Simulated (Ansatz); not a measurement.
Zr$_{3}$N$_{4}$ (Fd-3m), PBEsol, rigid bands in Ansatz (a first-principles code). Band gap 0.50 eV, N_c = 9.47e18 cm⁻³ and N_v = 1.09e20 cm⁻³ at 300 K, conductivity masses of 0.292 mₑ (electrons) and 0.687 mₑ (holes). Take k_BT = 0.02585 eV.

**Question.** A film of it is 5 nm thick. Estimate the confinement energies in an infinite well.

**Answer.** ħ²π²/(2m t²) = 0.376 eV·nm²/(m/mₑ × t²) gives 51.5 meV for electrons and 21.9 meV for holes, so the gap would widen to about 0.57 eV. Finite barriers and nonparabolic bands lower this, and with several valleys or bands the heaviest mass along the normal sets the lowest level, not this average.

**Question.** What thermal injection velocity √(2k_BT/πm) limits a ballistic channel?

**Answer.** 9.96e6 cm/s for electrons and 6.49e6 cm/s for holes, a ratio of √(m_h/m_e) = 1.53, for dilute carriers.

**Question.** Find the intrinsic carrier density and the intrinsic Fermi level.

**Answer.** n_i = √(N_c N_v) exp(−E_g/2k_BT) = 3.21e19 × exp(−9.67) = 2.0e15 cm⁻³. The level lies (k_BT/2) ln(N_v/N_c) = 32 meV from mid-gap (positive towards the conduction band). Each 0.1 eV added to the gap lowers n_i by a factor of 6.9.

Rigid bands with the computed gap; masses take one relaxation time for all states. Spin-orbit coupling is left out; where it splits the top of the valence band, N_v and the p-type Seebeck coefficient come out somewhat high without it.

Computed structure with no diffraction record at hand here (it may be known, metastable or hypothetical): Zr3N4 (Fd-3m).
